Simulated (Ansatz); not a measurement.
Electronic density of states of amorphous Hf₁₈O₃₃N₂, density 9.17 g/cm³, on a 2×2×2 Γ-centred mesh with a Gaussian width of 0.1 eV; energies count from the Fermi level, whose place inside the gap is arbitrary. Cell and mesh are small, so fine structure isn't converged. These are PBE, scalar-relativistic without spin-orbit coupling (plane waves to 420 eV, PAW; Ansatz, a quantum-chemistry and plane-wave program) values and carry that method's errors. Sampling: a 2×2×2 Γ-centred mesh; Fermi-Dirac width 0.02 eV; no spin polarisation.

A CHGNet melt-quench gave the starting glass, which DFT then relaxed. O and N atoms were pushed apart under 1.9 Å during the dynamics, to hinder bonds among them. The hot cell started wider than the set density and was brought back towards it in steps. It is the lowest in DFT energy of 2 quenches. It is a model cell: composition and starting density were chosen by hand, and all elements were melted together. No dispersion term was used. Its density started from a set value of 9.17 and ended at 9.17 g/cm³. The quench (nominally 300 K/ps over its main leg) was far faster than any real one, so the model tends to hold more defects than a real film. A cell of this size samples the disorder only roughly. The volume was held where the preparation left it, at a PBE pressure of 0.9 GPa. Stress components on the final sampling reach 3.3 GPa.

```json
[
 {"E - EF (eV)": "-12.00", "states/(eV atom)": "2.82"},
 {"E - EF (eV)": "-11.90", "states/(eV atom)": "1.84"},
 {"E - EF (eV)": "-11.80", "states/(eV atom)": "0.96"},
 {"E - EF (eV)": "-11.70", "states/(eV atom)": "0.19"},
 {"E - EF (eV)": "-11.60", "states/(eV atom)": "0.01"},
 {"E - EF (eV)": "-11.50", "states/(eV atom)": "0.00"},
 {"E - EF (eV)": "-11.40", "states/(eV atom)": "0.00"},
 {"E - EF (eV)": "-11.30", "states/(eV atom)": "0.00"},
 {"E - EF (eV)": "-11.20", "states/(eV atom)": "0.00"},
 {"E - EF (eV)": "-11.10", "states/(eV atom)": "0.00"},
 {"E - EF (eV)": "-11.00", "states/(eV atom)": "0.00"},
 {"E - EF (eV)": "-10.90", "states/(eV atom)": "0.00"},
 {"E - EF (eV)": "-10.80", "states/(eV atom)": "0.00"},
 {"E - EF (eV)": "-10.70", "states/(eV atom)": "0.00"},
 {"E - EF (eV)": "-10.60", "states/(eV atom)": "0.00"},
 {"E - EF (eV)": "-10.50", "states/(eV atom)": "0.00"},
 {"E - EF (eV)": "-10.40", "states/(eV atom)": "0.00"},
 {"E - EF (eV)": "-10.30", "states/(eV atom)": "0.00"},
 {"E - EF (eV)": "-10.20", "states/(eV atom)": "0.00"},
 {"E - EF (eV)": "-10.10", "states/(eV atom)": "0.00"},
 {"E - EF (eV)": "-10.00", "states/(eV atom)": "0.00"},
 {"E - EF (eV)": "-9.90", "states/(eV atom)": "0.00"},
 {"E - EF (eV)": "-9.80", "states/(eV atom)": "0.00"},
 {"E - EF (eV)": "-9.70", "states/(eV atom)": "0.00"},
 {"E - EF (eV)": "-9.60", "states/(eV atom)": "0.00"},
 {"E - EF (eV)": "-9.50", "states/(eV atom)": "0.00"},
 {"E - EF (eV)": "-9.40", "states/(eV atom)": "0.00"},
 {"E - EF (eV)": "-9.30", "states/(eV atom)": "0.00"},
 {"E - EF (eV)": "-9.20", "states/(eV atom)": "0.00"},
 {"E - EF (eV)": "-9.10", "states/(eV atom)": "0.00"},
 {"E - EF (eV)": "-9.00", "states/(eV atom)": "0.00"},
 {"E - EF (eV)": "-8.90", "states/(eV atom)": "0.00"},
 {"E - EF (eV)": "-8.80", "states/(eV atom)": "0.00"},
 {"E - EF (eV)": "-8.70", "states/(eV atom)": "0.00"},
 {"E - EF (eV)": "-8.60", "states/(eV atom)": "0.00"},
 {"E - EF (eV)": "-8.50", "states/(eV atom)": "0.00"},
 {"E - EF (eV)": "-8.40", "states/(eV atom)": "0.00"},
 {"E - EF (eV)": "-8.30", "states/(eV atom)": "0.00"},
 {"E - EF (eV)": "-8.20", "states/(eV atom)": "0.00"},
 {"E - EF (eV)": "-8.10", "states/(eV atom)": "0.00"},
 {"E - EF (eV)": "-8.00", "states/(eV atom)": "0.00"},
 {"E - EF (eV)": "-7.90", "states/(eV atom)": "0.00"},
 {"E - EF (eV)": "-7.80", "states/(eV atom)": "0.00"},
 {"E - EF (eV)": "-7.70", "states/(eV atom)": "0.00"},
 {"E - EF (eV)": "-7.60", "states/(eV atom)": "0.00"},
 {"E - EF (eV)": "-7.50", "states/(eV atom)": "0.00"},
 {"E - EF (eV)": "-7.40", "states/(eV atom)": "0.00"},
 {"E - EF (eV)": "-7.30", "states/(eV atom)": "0.00"},
 {"E - EF (eV)": "-7.20", "states/(eV atom)": "0.00"},
 {"E - EF (eV)": "-7.10", "states/(eV atom)": "0.04"},
 {"E - EF (eV)": "-7.00", "states/(eV atom)": "0.18"},
 {"E - EF (eV)": "-6.90", "states/(eV atom)": "0.37"},
 {"E - EF (eV)": "-6.80", "states/(eV atom)": "0.45"},
 {"E - EF (eV)": "-6.70", "states/(eV atom)": "0.54"},
 {"E - EF (eV)": "-6.60", "states/(eV atom)": "0.63"},
 {"E - EF (eV)": "-6.50", "states/(eV atom)": "0.67"},
 {"E - EF (eV)": "-6.40", "states/(eV atom)": "0.69"},
 {"E - EF (eV)": "-6.30", "states/(eV atom)": "0.70"},
 {"E - EF (eV)": "-6.20", "states/(eV atom)": "0.74"},
 {"E - EF (eV)": "-6.10", "states/(eV atom)": "0.85"},
 {"E - EF (eV)": "-6.00", "states/(eV atom)": "0.86"},
 {"E - EF (eV)": "-5.90", "states/(eV atom)": "0.87"},
 {"E - EF (eV)": "-5.80", "states/(eV atom)": "0.91"},
 {"E - EF (eV)": "-5.70", "states/(eV atom)": "0.89"},
 {"E - EF (eV)": "-5.60", "states/(eV atom)": "0.89"},
 {"E - EF (eV)": "-5.50", "states/(eV atom)": "0.88"},
 {"E - EF (eV)": "-5.40", "states/(eV atom)": "0.84"},
 {"E - EF (eV)": "-5.30", "states/(eV atom)": "0.80"},
 {"E - EF (eV)": "-5.20", "states/(eV atom)": "0.83"},
 {"E - EF (eV)": "-5.10", "states/(eV atom)": "0.81"},
 {"E - EF (eV)": "-5.00", "states/(eV atom)": "0.79"},
 {"E - EF (eV)": "-4.90", "states/(eV atom)": "0.78"},
 {"E - EF (eV)": "-4.80", "states/(eV atom)": "0.79"},
 {"E - EF (eV)": "-4.70", "states/(eV atom)": "0.77"},
 {"E - EF (eV)": "-4.60", "states/(eV atom)": "0.80"},
 {"E - EF (eV)": "-4.50", "states/(eV atom)": "0.83"},
 {"E - EF (eV)": "-4.40", "states/(eV atom)": "0.80"},
 {"E - EF (eV)": "-4.30", "states/(eV atom)": "0.77"},
 {"E - EF (eV)": "-4.20", "states/(eV atom)": "0.81"},
 {"E - EF (eV)": "-4.10", "states/(eV atom)": "0.80"},
 {"E - EF (eV)": "-4.00", "states/(eV atom)": "0.83"},
 {"E - EF (eV)": "-3.90", "states/(eV atom)": "0.85"},
 {"E - EF (eV)": "-3.80", "states/(eV atom)": "0.88"},
 {"E - EF (eV)": "-3.70", "states/(eV atom)": "0.91"},
 {"E - EF (eV)": "-3.60", "states/(eV atom)": "0.90"},
 {"E - EF (eV)": "-3.50", "states/(eV atom)": "0.87"},
 {"E - EF (eV)": "-3.40", "states/(eV atom)": "0.89"},
 {"E - EF (eV)": "-3.30", "states/(eV atom)": "0.90"},
 {"E - EF (eV)": "-3.20", "states/(eV atom)": "0.85"},
 {"E - EF (eV)": "-3.10", "states/(eV atom)": "0.89"},
 {"E - EF (eV)": "-3.00", "states/(eV atom)": "0.88"},
 {"E - EF (eV)": "-2.90", "states/(eV atom)": "0.84"},
 {"E - EF (eV)": "-2.80", "states/(eV atom)": "0.78"},
 {"E - EF (eV)": "-2.70", "states/(eV atom)": "0.70"},
 {"E - EF (eV)": "-2.60", "states/(eV atom)": "0.76"},
 {"E - EF (eV)": "-2.50", "states/(eV atom)": "0.80"},
 {"E - EF (eV)": "-2.40", "states/(eV atom)": "0.79"},
 {"E - EF (eV)": "-2.30", "states/(eV atom)": "0.76"},
 {"E - EF (eV)": "-2.20", "states/(eV atom)": "0.64"},
 {"E - EF (eV)": "-2.10", "states/(eV atom)": "0.52"},
 {"E - EF (eV)": "-2.00", "states/(eV atom)": "0.44"},
 {"E - EF (eV)": "-1.90", "states/(eV atom)": "0.37"},
 {"E - EF (eV)": "-1.80", "states/(eV atom)": "0.17"},
 {"E - EF (eV)": "-1.70", "states/(eV atom)": "0.02"},
 {"E - EF (eV)": "-1.60", "states/(eV atom)": "0.00"},
 {"E - EF (eV)": "-1.50", "states/(eV atom)": "0.00"},
 {"E - EF (eV)": "-1.40", "states/(eV atom)": "0.00"},
 {"E - EF (eV)": "-1.30", "states/(eV atom)": "0.00"},
 {"E - EF (eV)": "-1.20", "states/(eV atom)": "0.00"},
 {"E - EF (eV)": "-1.10", "states/(eV atom)": "0.00"},
 {"E - EF (eV)": "-1.00", "states/(eV atom)": "0.00"},
 {"E - EF (eV)": "-0.90", "states/(eV atom)": "0.00"},
 {"E - EF (eV)": "-0.80", "states/(eV atom)": "0.00"},
 {"E - EF (eV)": "-0.70", "states/(eV atom)": "0.00"},
 {"E - EF (eV)": "-0.60", "states/(eV atom)": "0.00"},
 {"E - EF (eV)": "-0.50", "states/(eV atom)": "0.00"},
 {"E - EF (eV)": "-0.40", "states/(eV atom)": "0.00"},
 {"E - EF (eV)": "-0.30", "states/(eV atom)": "0.00"},
 {"E - EF (eV)": "-0.20", "states/(eV atom)": "0.00"},
 {"E - EF (eV)": "-0.10", "states/(eV atom)": "0.00"},
 {"E - EF (eV)": "0.00", "states/(eV atom)": "0.00"},
 {"E - EF (eV)": "0.10", "states/(eV atom)": "0.00"},
 {"E - EF (eV)": "0.20", "states/(eV atom)": "0.00"},
 {"E - EF (eV)": "0.30", "states/(eV atom)": "0.00"},
 {"E - EF (eV)": "0.40", "states/(eV atom)": "0.00"},
 {"E - EF (eV)": "0.50", "states/(eV atom)": "0.00"},
 {"E - EF (eV)": "0.60", "states/(eV atom)": "0.00"},
 {"E - EF (eV)": "0.70", "states/(eV atom)": "0.00"},
 {"E - EF (eV)": "0.80", "states/(eV atom)": "0.00"},
 {"E - EF (eV)": "0.90", "states/(eV atom)": "0.00"},
 {"E - EF (eV)": "1.00", "states/(eV atom)": "0.00"},
 {"E - EF (eV)": "1.10", "states/(eV atom)": "0.00"},
 {"E - EF (eV)": "1.20", "states/(eV atom)": "0.00"},
 {"E - EF (eV)": "1.30", "states/(eV atom)": "0.00"},
 {"E - EF (eV)": "1.40", "states/(eV atom)": "0.00"},
 {"E - EF (eV)": "1.50", "states/(eV atom)": "0.00"},
 {"E - EF (eV)": "1.60", "states/(eV atom)": "0.00"},
 {"E - EF (eV)": "1.70", "states/(eV atom)": "0.02"},
 {"E - EF (eV)": "1.80", "states/(eV atom)": "0.11"},
 {"E - EF (eV)": "1.90", "states/(eV atom)": "0.20"},
 {"E - EF (eV)": "2.00", "states/(eV atom)": "0.23"},
 {"E - EF (eV)": "2.10", "states/(eV atom)": "0.27"},
 {"E - EF (eV)": "2.20", "states/(eV atom)": "0.26"},
 {"E - EF (eV)": "2.30", "states/(eV atom)": "0.33"},
 {"E - EF (eV)": "2.40", "states/(eV atom)": "0.39"},
 {"E - EF (eV)": "2.50", "states/(eV atom)": "0.44"},
 {"E - EF (eV)": "2.60", "states/(eV atom)": "0.52"},
 {"E - EF (eV)": "2.70", "states/(eV atom)": "0.62"},
 {"E - EF (eV)": "2.80", "states/(eV atom)": "0.72"},
 {"E - EF (eV)": "2.90", "states/(eV atom)": "0.72"},
 {"E - EF (eV)": "3.00", "states/(eV atom)": "0.69"},
 {"E - EF (eV)": "3.10", "states/(eV atom)": "0.70"},
 {"E - EF (eV)": "3.20", "states/(eV atom)": "0.70"},
 {"E - EF (eV)": "3.30", "states/(eV atom)": "0.68"},
 {"E - EF (eV)": "3.40", "states/(eV atom)": "0.66"},
 {"E - EF (eV)": "3.50", "states/(eV atom)": "0.79"},
 {"E - EF (eV)": "3.60", "states/(eV atom)": "0.80"},
 {"E - EF (eV)": "3.70", "states/(eV atom)": "0.76"},
 {"E - EF (eV)": "3.80", "states/(eV atom)": "0.75"},
 {"E - EF (eV)": "3.90", "states/(eV atom)": "0.76"},
 {"E - EF (eV)": "4.00", "states/(eV atom)": "0.79"},
 {"E - EF (eV)": "4.10", "states/(eV atom)": "0.71"},
 {"E - EF (eV)": "4.20", "states/(eV atom)": "0.65"},
 {"E - EF (eV)": "4.30", "states/(eV atom)": "0.66"},
 {"E - EF (eV)": "4.40", "states/(eV atom)": "0.67"},
 {"E - EF (eV)": "4.50", "states/(eV atom)": "0.74"},
 {"E - EF (eV)": "4.60", "states/(eV atom)": "0.70"},
 {"E - EF (eV)": "4.70", "states/(eV atom)": "0.61"},
 {"E - EF (eV)": "4.80", "states/(eV atom)": "0.56"}
]
```

The gap on this mesh is 3.66 eV; the broadening fills part of it in the curve.
